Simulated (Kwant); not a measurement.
Model system: wire with a side stub in a CdTe two-dimensional gas. Effective mass 0.096 mₑ, grid spacing 1.3 nm, hard walls, nominal width 40 nm (31 grid rows, so walls 41.6 nm apart), one parabolic valley, scattering region 120 nm long along x; energies count from the band bottom; Fermi energy swept from 0.0019585 to 0.023257 eV. Closed stub on one side, 45 nm wide and 55 nm deep.

The device is made up for the run: typed textbook-type constants, with dimensions and the other settings drawn at random.

Computed with Kwant: effective-mass tight-binding model on a square grid, one spin, coherent transport at 0 K. Conductance is in e²/h.

Question: How many channels do the leads carry at E = 7.86, 22.2 meV?

Answer: The hard-wall thresholds are n² ħ²π²/(2mW²) = n² × 2.26 meV with W = 41.6 nm. √(7.86/2.26) = 1.86, so 1. √(22.2/2.26) = 3.13, so 3.
